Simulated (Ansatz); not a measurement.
# GaN: point defects

Consider a 16-atom supercell of GaN in the zinc blende structure (space group F-43m, No. 216) at its relaxed geometry.

```
CELL_PARAMETERS angstrom
      0.00000     4.49791     4.49791
      4.49791     0.00000     4.49791
      4.49791     4.49791     0.00000
ATOMIC_POSITIONS crystal
  N  0.37500 0.37500 0.37500
  N  0.37500 0.37500 0.87500
  N  0.37500 0.87500 0.37500
  N  0.37500 0.87500 0.87500
  N  0.87500 0.37500 0.37500
  N  0.87500 0.37500 0.87500
  N  0.87500 0.87500 0.37500
  N  0.87500 0.87500 0.87500
  Ga 0.00000 0.00000 0.00000
  Ga 0.00000 0.00000 0.50000
  Ga 0.00000 0.50000 0.00000
  Ga 0.00000 0.50000 0.50000
  Ga 0.50000 0.00000 0.00000
  Ga 0.50000 0.00000 0.50000
  Ga 0.50000 0.50000 0.00000
  Ga 0.50000 0.50000 0.50000
```

One neutral defect a cell, atoms relaxed at fixed cell.

Computed with Kohn–Sham DFT with the r2SCAN functional, run in Ansatz (a program for electronic structure) with PAW and 500 eV plane waves, no spin-orbit coupling.

```json
[
 {"change": "perfect supercell", "largest displacement of a host atom from its site in the perfect cell": "–", "pressure": "0.0 GPa"},
 {"change": "Ga vacancy", "largest displacement of a host atom from its site in the perfect cell": "[?]", "pressure": "[?]"},
 {"change": "Bi on a N site, symmetric start", "largest displacement of a host atom from its site in the perfect cell": "0.36 Å", "pressure": "34.0 GPa"},
 {"change": "N vacancy, symmetric start", "largest displacement of a host atom from its site in the perfect cell": "0.04 Å", "pressure": "-1.0 GPa"},
 {"change": "Ga interstitial (started 1.95 Å from the nearest host atom), symmetric start", "largest displacement of a host atom from its site in the perfect cell": "0.12 Å", "pressure": "27.0 GPa"},
 {"change": "As on a N site, symmetric start", "largest displacement of a host atom from its site in the perfect cell": "0.20 Å", "pressure": "21.3 GPa"}
]
```

Question: Complete the table.

Answer: 
- Ga vacancy, largest displacement of a host atom from its site in the perfect cell: 0.17 Å
- Ga vacancy, pressure: 2.6 GPa

Other magnetic orders, which the real material may have, were not ruled out. The cell is small, so the values are those of an ordered compound at a high defect concentration; dilute-limit values will differ. A case with no gap was solved on a k-mesh chosen for an insulator, which is coarse for it. Defects with a symmetric start kept the site's symmetry and may sit on a saddle; the others started slightly shaken. Starting moments died away, wholly or in part, for Bi on a N site, N vacancy, Ga interstitial (started 1.95 Å from the nearest host atom) and As on a N site; another magnetic solution may exist. This is not the structure that GaN has at room temperature and ambient pressure.
